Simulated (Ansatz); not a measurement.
Input and output of a self-consistent single point for HfGa3 (I4mm, 4 atoms in the cell) (Ansatz, a first-principles code)

Method of the run: LDA (PW92), default PAW files made with PBE (plane waves; Ansatz).

The input file:

Ansatz 0.2 input:
```yaml
# HfGa3
crystal:
  lattice:
    - [-1.922769, 1.922769, 4.487801]
    - [1.922769, -1.922769, 4.487801]
    - [1.922769, 1.922769, -4.487801]
  atoms:
    - { symbol: Hf, position: [0.005571, 0.005571, 0.000000] }
    - { symbol: Ga, position: [0.500000, 0.500000, 0.000000] }
    - { symbol: Ga, position: [0.750000, 0.250000, 0.500000] }
    - { symbol: Ga, position: [0.250000, 0.750000, 0.500000] }
basis:
  ecutwfc: 420.0
kpoints:
  mp_grid: { grid: [7, 7, 7] }
hamiltonian:
  xc: lda
  pseudopotentials: { kind: paw }
scf:
  occupations: { method: gaussian, width: 0.1 }
output:
  forces: true
  eigenvalues: true
  stress: true
```

The program printed (abridged):

```
WARN ansatz: RAYON_NUM_THREADS=1 ignored (pool sized by the plan → 1); use --threads N
Pseudopotentials: kind: paw
Pseudopotential: Hf, paw, valence charge 26
Pseudopotential: Ga, paw, valence charge 13
Crystal: 4 atoms, lattice volume = 66.366 Å³
Basis set: ecut = 420 eV, 1315 PW (Γ)
Bands: 39, of which v1, the nominal top of the filled ones, is band 33 counted from 1 (32 counted from 0)
Symmetry: 8 space group operations
Space group: I4mm (ITA 107), of the structure as read, at distance tolerance 4.0e-5 Å
k-points: 40 of 343 (time reversal used)
PAW frozen core: Hf, regenerated for the run's functional, and the local potential with it
PAW frozen core: Ga, regenerated for the run's functional, and the local potential with it
Initial density: superposition of atomic densities (neutral atoms: chi_scale 0, normalization atom), corrected by the library's trained network
Initial wavefunctions: pseudopotential atomic-orbital guess
Eigensolver: davidson
Functional: x = slater, c = lda
SCF iter   1: F=—  HF=-26599.587103 eV  |F-HF|=—  |Δ(HF+E_count)|=         —  Δρ=5.68e-3  dr2=1.10e-2  ethr=1.77e-3  ⟨swp⟩=5.5  Hψ=5183  notcnv=0
all-band conjugate gradients solve this SCF's bands
preconditioner: auto → Resta (q_TF=auto, 2.719 Å⁻¹)
SCF iter   2: F=—  HF=-26599.584379 eV  |F-HF|=—  |Δ(HF+E_count)|=   2.72e-3  Δρ=2.61e-3  dr2=2.61e-3  ethr=1.70e-5  ⟨swp⟩=2.0  Hψ=3029  notcnv=0
SCF iter   3: F=—  HF=-26599.583928 eV  |F-HF|=—  |Δ(HF+E_count)|=   4.51e-4  Δρ=1.48e-3  dr2=7.86e-4  ethr=4.01e-6  ⟨swp⟩=2.0  Hψ=2389  notcnv=0
SCF iter   4: F=—  HF=-26599.583779 eV  |F-HF|=—  |Δ(HF+E_count)|=   1.49e-4  Δρ=1.62e-4  dr2=1.40e-5  ethr=1.21e-6  ⟨swp⟩=2.0  Hψ=2031  notcnv=0
SCF iter   5: F=—  HF=-26599.583770 eV  |F-HF|=—  |Δ(HF+E_count)|=   8.54e-6  Δρ=9.23e-5  dr2=4.03e-6  ethr=2.15e-8  ⟨swp⟩=2.0  Hψ=2789  notcnv=0
SCF iter   6: F=—  HF=-26599.583769 eV  |F-HF|=—  |Δ(HF+E_count)|=   1.65e-6  Δρ=2.27e-5  dr2=2.62e-7  ethr=6.19e-9  ⟨swp⟩=2.0  Hψ=2560  notcnv=0
SCF iter   7: F=-26599.583769 eV  HF=-26599.583769 eV  |F-HF|=6.48e-9  |Δ(HF+E_count)|=   4.33e-9  Δρ=4.63e-6  dr2=1.08e-8  ethr=1.54e-10  ⟨swp⟩=7.8  Hψ=6779  notcnv=0
SCF 1 converged in 7 iterations: F = -26599.583769 eV  dr2 = 1.08e-8
SCF converged after 7 iterations
Free energy (F): -26599.583769 eV
Harris-Foulkes:  -26599.583769 eV  (|F-HF|=6.48e-9)
Internal energy: -26599.580297 eV  (E = F + TS)
E sigma→0 (E₀):  -26599.582033 eV
Entropy (-TS):   -0.003472 eV (-0.868 meV/atom)
Fermi energy:    14.994256 eV
--- Per-component energies (eV) ---
  E_band       = 4.631746
  E_kinetic    = 776.582635
  E_local      = -10231.116835  (includes V_loc(G=0)·N_el)
  E_nonlocal   = 41.099450
  E_hartree    = 4839.475707
  E_xc         = -507.767599
  E_vxc        = -447.204306  (∫ρ·V_xc dr)
  E_paw        = -12416.781168  (= ΣΔE_a)
  E_vpaw       = 186.320728  (= ΣTr[D̂ρ^β])
  E_aug_tail   = -0.000371  (compensation charges beyond the density's cutoff)
  E_ewald      = -9108.714798
  E_core_change = 7.642682  (= ΣΔE_core)
  E_smearing   = -0.003472  (= −TS)
  E_closure    = -0.000000  (closes the sum)
  Σ components = -26599.583769   (vs F -26599.583769, Δ=0.00e0)
--- Forces (eV/Å), atoms counted from 1 ---
  atom   1  Hf    -0.00000000     0.00000000    -0.31352472
  atom   2  Ga     0.00000000     0.00000000    -0.08769687
  atom   3  Ga     0.00000000    -0.00000000     0.20061140
  atom   4  Ga    -0.00000000    -0.00000000     0.20061140
  max |Σ_I F_I| component: 1.22e-6 eV/Å
--- Stress (GPa, compression-positive) ---
       -4.096576       0.000000      -0.000000
        0.000000      -4.096576      -0.000000
       -0.000000       0.000000      -3.383384
  P = ⅓ Tr σ = -3.8588 GPa (-38.588 kbar)
  The stress holds the Pulay correction. Without it, at fixed plane waves, as pw.x and ABINIT print it: P = -3.8952 GPa
--- Band table (eV; the first three rows and the last of 40) ---
  k-point 0: bands = ["-46.8308", "-15.5469", "-15.5469", "-15.5053", "-0.1255", "-0.0016", "0.0314", "0.1473", "0.1473", "0.1878", "0.1878", "0.1991", "0.2273", "0.2362", "0.3561", "0.3750", "0.3750", "0.3945", "0.5380", "3.1134", "3.1135", [...]
  k-point 1: bands = ["-46.8302", "-15.5629", "-15.5589", "-15.5032", "-0.0795", "0.0400", "0.0692", "0.1279", "0.1725", "0.1812", "0.1838", "0.2161", "0.2528", "0.2549", "0.3298", "0.3417", "0.3673", "0.3709", "0.4821", "3.1151", "3.1155", [...]
  k-point 2: bands = ["-46.8290", "-15.5924", "-15.5855", "-15.4985", "-0.0164", "0.0651", "0.1229", "0.1614", "0.1678", "0.1985", "0.2023", "0.2220", "0.2343", "0.2766", "0.2847", "0.3000", "0.3291", "0.3414", "0.4523", "3.1174", "3.1179", [...]
  k-point 39: bands = ["-46.8305", "-15.5618", "-15.5466", "-15.5106", "-0.0875", "-0.0364", "0.0223", "0.0258", "0.1085", "0.1446", "0.1947", "0.2392", "0.3120", "0.3164", "0.3537", "0.3757", "0.3876", "0.4288", "0.5000", "3.1133", "3.1138", [...]
```

The run converged in 7 iterations.

The starting cell comes from a database of computed structures (which also holds hypothetical and non-ambient phases and stackings), without a prior relaxation at this level. Its lattice was rescaled by up to half a per cent. One atom was moved a little off its site on purpose. Spin-orbit coupling is off. With a pressure of about -4 GPa the cell is away from its equilibrium volume at this level. Ansatz's pressure includes its estimate of the finite-basis (Pulay) stress.
